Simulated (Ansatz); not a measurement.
The reference is AlCo in the CsCl type structure (space group Pm-3m, No. 221; a = 2.824 Å; weakly magnetic (sensitive to the mesh)). Axes: x, y, z lie along the cube axes.

Calculations: DFT with r2SCAN, PAW potentials and a 500 eV plane-wave cutoff in Ansatz (an electronic-structure program), spin-orbit coupling left out.

For the base:

The shortest interatomic distance is 2.446 Å and the band gap is zero.

One thing is altered: a free-standing slab of 3 layers (6 atoms, 2 a layer) is cut normal to [110], with 15 Å of vacuum and the in-plane cell held at bulk.

**Question.** Estimate the effect on the shortest interatomic distance, excess energy per area of both faces, band gap and change of the spacing d12 from its bulk value of 1.997 Å.

**Answer.** The shortest interatomic distance decreases by 0.0173 Å to 2.428 Å; the excess energy per area of both faces (slab less bulk energy over the cell's area: twice a surface energy) is 4.7 J/m² (uncertain by up to 0.09 J/m²); the band gap stays zero; the change of the spacing d12 from its bulk value of 1.997 Å amounts to +0.5 %.

The magnetic state is the one reached from the starting moments; the real material's order can differ, and small cells can't hold many antiferromagnetic ones. Slab and bulk use different k-meshes, which limits the precision of the excess energy. No phonon test of stability was made. Seeded moments were not kept for the base.
